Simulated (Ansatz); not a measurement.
Pressure series in hypothetical cubic perovskite CaSnSe3

Consider CaSnSe$_{3}$ in the cubic perovskite structure (space group Pm-3m, No. 221; a = 5.212 Å; a hypothetical phase, not in the database extracts checked).

Cell and atoms are relaxed at each pressure.

Computed with PBEsol in Ansatz (plane waves to 420 eV, PAW, spin-orbit coupling left out).

```json
[
 {"pressure (GPa)": "-2", "volume per atom (Å³/atom)": "29.575"},
 {"pressure (GPa)": "-1", "volume per atom (Å³/atom)": "28.907"},
 {"pressure (GPa)": "0", "volume per atom (Å³/atom)": "28.313"},
 {"pressure (GPa)": "0.3", "volume per atom (Å³/atom)": "28.148"},
 {"pressure (GPa)": "0.7", "volume per atom (Å³/atom)": "27.938"},
 {"pressure (GPa)": "1.5", "volume per atom (Å³/atom)": "27.543"},
 {"pressure (GPa)": "5", "volume per atom (Å³/atom)": "26.098"},
 {"pressure (GPa)": "7.5", "volume per atom (Å³/atom)": "?"},
 {"pressure (GPa)": "10", "volume per atom (Å³/atom)": "24.571"}
]
```

Q: Fit the third-order Birch–Murnaghan form P(V) = (3B₀/2)[(V₀/V)^(7/3) − (V₀/V)^(5/3)]·[1 + (3/4)(B₀′ − 4)((V₀/V)^(2/3) − 1)] (squares taken in P) to the rows shown and predict the withheld row.

A: Least squares on the printed values gives V₀ = 28.315 Å³/atom, B₀ = 50.8 GPa, B₀′ = 4.6; this predicts 25.275 Å³/atom, and the run gives 25.276 Å³/atom, in agreement.

Load acts through the strain it causes; cell and atoms are relaxed under it. Stability against distortions was not tested. Competing high-pressure phases were not computed. The final runs are not spin-polarised. Many cubic perovskites are stable only at high temperature; tilts and polar distortions were not tested.

Ansatz is an electronic-structure program.
